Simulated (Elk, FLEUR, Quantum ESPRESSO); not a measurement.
## Code comparison for PmS (Fm-3m, 2 atoms in the cell)

Self-consistent single point.

```
CELL_PARAMETERS angstrom
      0.00000     2.84848     2.84848
      2.84848     0.00000     2.84848
      2.84848     2.84848     0.00000
ATOMIC_POSITIONS crystal
  Pm 0.00000 0.00000 0.00000
  S  0.50000 0.50000 0.50000
```
Moments meant for the start (each program seeds them in its own way; μB, in the order of the atoms Pm S): 4.0 0.0.

All programs got the same cell, k-point mesh and kind of occupations, and the same starting moments (in Elk's words: spinpol = true; swidth = 0.00499791 Ha); potentials, basis and cutoffs are each program's usual ones.

```
code                                                                                                          model  size of the net moment (μB/atom)           cutoff
----------------  -------------------------------------------------------------------------------------------------  --------------------------------  ---------------
Elk               PBEsol, all-electron FP-LAPW, Elk's shipped species files, APW+lo basis with extra local orbitals                              2.39       rgkmax 7.5
Quantum ESPRESSO                                               PBEsol, SSSP 1.1.2 efficiency (PBE) pseudopotentials                              2.36            50 Ry
FLEUR                                               PBEsol, all-electron FLAPW (FLEUR), scalar-relativistic valence                              2.38  Kmax 4.1 1/bohr
```

The spread over the programs that give each value: size of the net moment within 0.03 μB/atom.

The starting cell comes from a database of computed structures (which also holds hypothetical and non-ambient phases and stackings), without a prior relaxation at this level. On Elk's run: Spin-orbit coupling is off. With one magnetic atom in the cell only a parallel order is possible. With U or open f shells several self-consistent states can exist. The f electrons are in the valence without U or exact exchange, which can misplace them near the Fermi level. Spin-orbit terms, which matter for f shells, are left out. Values depend on the basis (sphere radii, cutoffs, local orbitals), which need not be converged.

Task: Why do the programs differ, and what cannot be compared?

Result: Differences of this kind can come from the potentials, where these differ, and from what each basis and cutoff leave unconverged. The zero of total energies and Fermi levels follows the potentials and each program's conventions, so they are not compared here. Elk and FLEUR treat all electrons, but the usual bases taken here (sphere radii, linearisation, local orbitals, empty states) were not tested for convergence, so the values are no reference for the others. Site moments depend on each program's spheres or projections; the total moment of the cell does not.

Left out of this page: Ansatz (with a known weakness of the program).
